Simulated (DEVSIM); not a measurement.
Device: illuminated Si p-on-n cell, one wavelength, with a back-surface field, at 400 K.

Layer 1 from the left is Si, thickness (μm) 0.0570, Na (cm⁻³) 5.9e17, τn (s) 7e-6, τp (s) 3.8e-7, absorption coefficient (cm⁻¹) 31000. Layer 2 from the left is Si, thickness (μm) 120, Nd (cm⁻³) 1.1e16, τn (s) 2.5e-5, τp (s) 2.5e-5, absorption coefficient (cm⁻¹) 31000. Layer 3 from the left is Si, thickness (μm) 0.820, Nd (cm⁻³) 3.9e18, τn (s) 2.5e-5, τp (s) 2.5e-5, absorption coefficient (cm⁻¹) 31000.

Left contact: ohmic, minority electron recombination velocity 2e6 cm/s. Right contact: ohmic, minority hole recombination velocity 60000 cm/s. Voltage is applied to the left contact. Recombination: SRH at mid-gap, radiative, Auger. Gap narrowing is on: ΔEg = 6.92 meV × (l + √(l² + 0.5)), l = ln(N/1.3e17 cm⁻³), shared equally by both band edges. Light enters at the left, 4.1e16 photons cm⁻² s⁻¹, one pass, no reflection. Mobility is constant in doping.

The device is made up for the run: typed textbook-type constants, with dimensions and the other settings drawn at random. Values at 300 K; Nc and Nv go as T^1.5, mobilities as T to minus their exponent, the gap by Varshni's rule with the affinity fixed.

Si: gap (eV) 1.124, affinity (eV) 4.05, permittivity 11.7, Nc (cm⁻³) 2.86e19, Nv (cm⁻³) 3.1e19, μn (cm²/Vs) 1417, μp (cm²/Vs) 470, T exponent of μn 2.3, T exponent of μp 2.2, B (cm³/s) 4.7e-15, Cn (cm⁶/s) 2.8e-31, Cp (cm⁶/s) 9.9e-32, Varshni α (eV/K) 0.000473, Varshni β (K) 636.

Model (solved in DEVSIM): 1D drift-diffusion, Boltzmann statistics, complete ionisation; no tunnelling, impact ionisation, image-force lowering or self-heating.

Dark forward current:

| |V| (V) | |J| (A/cm²) |
|---|---|
| 0.05 | 7.696e-5 |
| 0.10 | 0.0004043 |
| 0.15 | 0.001796 |
| 0.20 | 0.007710 |
| 0.25 | 0.03266 |
| 0.30 | 0.1353 |
| 0.35 | 0.5198 |
| 0.40 | 1.648 |
| 0.45 | 3.956 |
| 0.50 | 7.543 |
| 0.55 | 12.51 |
| 0.60 | 19.12 |
| 0.65 | 27.64 |
| 0.70 | 38.29 |
| 0.75 | 51.20 |
| 0.80 | 66.47 |
| 0.85 | 84.17 |
| 0.90 | 104.3 |
| 0.95 | 127.0 |
| 1.00 | 152.3 |
| 1.05 | 180.1 |
| 1.10 | 210.6 |
| 1.15 | 243.7 |
| 1.20 | 279.5 |
| 1.25 | 317.9 |
| 1.30 | 359.1 |

Work out the local ideality factor n = ΔV / (kT/q · ln(J2/J1)) between the rows 0.15 and 0.20 V, 1.25 and 1.30 V.

kT/q = 34.47 mV. From 0.15 to 0.20 V: ln(0.007710/0.001796) = 1.457, n = 1.00, near the 1 of diffusion or emission over a barrier. From 1.25 to 1.30 V: ln(359.1/317.9) = 0.122, n = 11.90.

What current could the absorbed light give at most, and what share is collected?

Σ αd = 375, so qΦ(1 − exp(−Σ αd)) = 6.57 mA/cm². The simulated short-circuit current is 6.400 mA/cm², a share of 0.97.

Estimate the open-circuit voltage by superposition: the voltage at which the dark current equals that short-circuit current.

Interpolating ln J in the table gives 0.194 V. The simulation gives 0.193 V, the same within the digits that matter. Superposition holds where collection doesn't change with voltage.
